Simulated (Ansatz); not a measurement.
**ZnSe: pressure series**

Consider ZnSe in the zinc blende structure (space group F-43m, No. 216).

```cif
data_SeZn
_chemical_formula_sum 'Zn1 Se1'
_space_group_name_H-M_alt 'P 1'
_space_group_IT_number 1
_cell_length_a 4.00615
_cell_length_b 4.00615
_cell_length_c 4.00615
_cell_angle_alpha 60.000
_cell_angle_beta 60.000
_cell_angle_gamma 60.000
loop_
_space_group_symop_operation_xyz
  'x, y, z'
loop_
_atom_site_label
_atom_site_type_symbol
_atom_site_fract_x
_atom_site_fract_y
_atom_site_fract_z
_atom_site_occupancy
Zn1 Zn 0.00000 0.00000 0.00000 1
Se1 Se 0.25000 0.25000 0.25000 1
```

Cell and atoms are relaxed at each pressure.

Level of theory: Ansatz (a first-principles code) r2SCAN, without spin-orbit coupling.

```json
[
 {"pressure (GPa)": "-2", "volume per atom (Å³/atom)": "23.486"},
 {"pressure (GPa)": "-1", "volume per atom (Å³/atom)": "?"},
 {"pressure (GPa)": "0", "volume per atom (Å³/atom)": "22.732"},
 {"pressure (GPa)": "0.9", "volume per atom (Å³/atom)": "22.427"},
 {"pressure (GPa)": "2.1", "volume per atom (Å³/atom)": "22.055"},
 {"pressure (GPa)": "4.5", "volume per atom (Å³/atom)": "21.397"},
 {"pressure (GPa)": "9", "volume per atom (Å³/atom)": "20.397"},
 {"pressure (GPa)": "15", "volume per atom (Å³/atom)": "19.354"},
 {"pressure (GPa)": "30", "volume per atom (Å³/atom)": "17.549"}
]
```

Question: Fit the third-order Birch–Murnaghan form P(V) = (3B₀/2)[(V₀/V)^(7/3) − (V₀/V)^(5/3)]·[1 + (3/4)(B₀′ − 4)((V₀/V)^(2/3) − 1)] (squares taken in P) to the rows shown and predict the withheld row.

Answer: Least squares on the printed values gives V₀ = 22.728 Å³/atom, B₀ = 65.5 GPa, B₀′ = 4.4; this predicts 23.091 Å³/atom, and the run gives 23.090 Å³/atom, in agreement.

Measured bulk modulus of ZnSe: 62.4 GPa (temperature not stated; as listed in Cormac Toher et al., Physical Review Materials (2017)); the computed value is for a static lattice, so the two differ by thermal effects too.

Load acts through the strain it causes; cell and atoms are relaxed under it. Whether these cells are dynamically stable was not tested. Measured, ZnSe leaves this structure (for rock salt) near 13 GPa (temperature not stated; as listed in M. Köfferlein et al., Hyperfine Interactions (1994)).
